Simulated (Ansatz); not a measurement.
Cell and atoms of amorphous Si24O47F2:

```xyz
73
Lattice="10.4751 -0.0983 0.1556 -0.0983 10.5442 -0.2160 0.1556 -0.2160 10.0541" Properties=species:S:1:pos:R:3 pbc="T T T"
Si     4.8633     0.4498     7.6875
Si     8.0962     4.6673     5.7541
Si     5.8459     8.3646     6.8430
Si     2.0969     9.3267     3.5100
Si     3.1376     7.6478     5.8269
Si     8.5669     7.6368     1.0464
Si     8.5532     7.4290     6.4282
Si     9.7288     8.3641     3.8360
Si     2.0963     9.4671     8.0950
Si     0.0927     0.7125     4.2883
Si     9.5160     9.3562     8.8105
Si     0.4077     3.2989     5.5751
Si     6.2401     3.0473     7.5376
Si     6.0022     4.8836     3.5867
Si     3.4229     9.8620     0.6519
Si     7.5057     2.9148     1.8402
Si     7.2388     0.9959     9.4402
Si     9.8701     4.7206     0.8490
Si     1.6050     4.0128     2.7480
Si     1.6482     3.7680     8.5300
Si     4.3953     4.7195     9.2885
Si     5.7450     7.5414     9.9284
Si     3.0085     2.4695     0.5087
Si     3.7537     5.5002     3.9929
O      2.5930     8.9854     9.5730
O      9.3253     8.8218     0.2066
O      5.5374     4.3660     8.1759
O      7.1648     8.1184     5.9457
O      3.5964     0.9520     0.6476
O      9.2806     6.2180     0.7330
O      9.1582     8.2478     7.6780
O      9.4276     9.9128     4.3017
O      3.1390     8.6922     4.5776
O      1.1831     3.5355     6.9865
O      2.1931     2.7688     1.8814
O      9.5544     7.4093     5.1442
O      0.8196     8.3381     3.2146
O      4.6255     7.3984     6.4147
O      4.7233     4.2064     4.4458
O      8.6683     3.6336     0.9776
O      7.4031     5.1874     4.3623
O      6.1406     8.0141     8.4083
O      4.8415     6.1611     9.9300
O      8.5245     0.0396     9.0880
O      7.3219     2.3674     8.5610
O      8.7214     7.9524     2.6381
O      0.2918     4.6543     2.0436
O      1.3879     3.5375     4.2932
O      2.8455     9.6210     2.1303
O      2.8317     6.1730     5.1765
O      9.6120     4.1721     5.5171
O      6.9873     7.5226     0.6753
O      5.0650     1.9678     7.1304
O      7.0124     1.6276     0.9694
O      8.2221     5.8838     6.8437
O      2.9018     4.8385     8.5988
O      5.4078     9.8903     6.4732
O      6.3584     4.0085     2.2467
O      5.0939     6.2664     3.3197
O      4.1577     3.6409     0.2730
O      2.7313     5.1869     2.7739
O      2.1570     2.3810     9.2607
O     10.3363     1.6559     5.6600
O      2.1453     8.2175     7.0094
O      7.1235     3.4784     6.2591
O      3.2692     0.0886     7.8443
O      0.3802     4.3375     9.3755
O      1.6262     0.1701     4.3716
O      4.8129     9.0076     0.5855
O      5.8024     0.3151     9.0390
O      0.5497     9.9937     8.2676
F     10.3859     1.3036     3.0132
F      8.0114     2.3357     3.2381
```

These are PBE, scalar-relativistic without spin-orbit coupling (plane waves to 420 eV, PAW; Ansatz, a quantum-chemistry and plane-wave program) values and carry that method's errors.

Preparation: random packing, a CHGNet melt and quench, and a DFT relaxation. O and F atoms were pushed apart under 1.9 Å during the dynamics, to hinder bonds among them. The hot cell started wider than the set density and was brought back towards it in steps. It is the lowest in DFT energy of 2 quenches. It is a model cell: composition and starting density were chosen by hand, and all elements were melted together. No dispersion term was used. Its density started from a set value of 2.19 and ended at 2.19 g/cm³. Cooling (nominally 88 K/ps over its main leg) ran many orders faster than in experiment, which tends to leave more defects and strain. Values belong to this one cell and scatter from quench to quench. Volume and shape were free in the relaxation.

Bonds are counted up to Si-Si 2.60 Å, Si-O 1.90 Å, Si-F 2.02 Å, O-O 1.58 Å, O-F 1.48 Å, F-F 1.37 Å. Two cations that share two anions don't count as bonded, nor two that share one unless they lie closer than Si-Si 2.38 Å.

Problem. Give the coordination numbers, mean bond lengths and angles.

Solution. 
```
Item                                                             Result
---------------------------------  ------------------------------------
Mean coordination of Si by anions                      4.00 (24 with 4)
Mean coordination of O                                 2.00 (47 with 2)
Mean coordination of F                                  1.00 (2 with 1)
Mean Si-O bond                     1.634 Å (spread 0.016 Å, 94 counted)
Mean Si-F bond                      1.597 Å (spread 0.002 Å, 2 counted)
Bond angle at Si                               mean 109.5°, spread 4.3°
Bond angle at O                               mean 139.0°, spread 16.7°
```

Problem. List the pairs of like atoms that count as bonded by the rules above.

Solution. There are none by these rules.
